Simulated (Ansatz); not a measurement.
All values below come from PBE (plane waves to 420 eV, PAW; Ansatz, a first-principles code).

Host crystal: wurtzite ZnO, with a band gap (PBE, scalar-relativistic without spin-orbit coupling).

Plane-averaged electrostatic potential energy along the normal, in eV from the Fermi level, for OH on the 1x1 (10-10) surface of wurtzite ZnO (cut with top plane O + Zn), one in a 2x1 cell, started at the site 'hollow O-O-Zn-Zn-Zn':

```
z (Å)  V (eV)
-----  ------
5.05     5.78
5.34     5.78
5.64     5.78
5.94     5.78
6.23     5.78
6.53     5.78
6.83     5.77
7.12     5.77
7.42     5.75
7.72     5.72
8.02     5.64
8.31     5.44
8.61     4.91
8.91     3.38
9.20    -0.86
9.50    -5.22
9.80    -8.22
10.09   -9.63
10.39   -8.88
10.69   -5.32
10.98   -0.56
11.28    2.67
11.58    2.47
11.88   -0.99
12.17   -4.71
12.47   -6.72
12.77   -7.37
13.06   -7.16
13.36   -5.96
13.66   -2.94
13.95    1.12
14.25    2.89
14.55    1.12
14.84   -2.84
15.14   -5.72
15.44   -6.68
15.73   -6.95
16.03   -6.34
16.33   -4.36
16.62   -0.78
16.92    2.27
17.22    2.35
17.52   -0.37
17.81   -3.66
18.11   -5.81
18.41   -7.79
18.70   -7.82
19.00   -5.20
19.30   -1.47
19.59    2.20
19.89    3.73
20.19    3.76
20.48    3.96
20.78    4.41
21.08    5.15
21.38    5.71
21.67    5.88
21.97    5.94
22.27    5.96
22.56    5.97
22.86    5.97
23.16    5.97
23.45    5.97
23.75    5.97
24.05    5.97
24.34    5.97
24.64    5.97
24.94    5.97
25.23    5.97
```

Slab: 34 atoms, 9.4 Å thick at the start under the adsorbate (thin: gaps and levels are the slab's own); k 3x4x1, smearing 0.01 eV, dipole-corrected; 16 atoms held, the rest relaxed; no symmetry held; spin-polarised, ending with about 0.7 μB a cell, a value that depends on the mesh; orders that need a larger cell were not tried, no spin-orbit, no U, no dispersion correction. The slab shows no gap over 0.04 eV on its mesh. At the end it is bonded to 2 Zn. In PBE it is, or lies within 0.03 eV of, the lowest of the starts that converged.

The vacuum level lies 5.97 eV above the Fermi level over the top face and 5.78 eV above it under the bottom face.
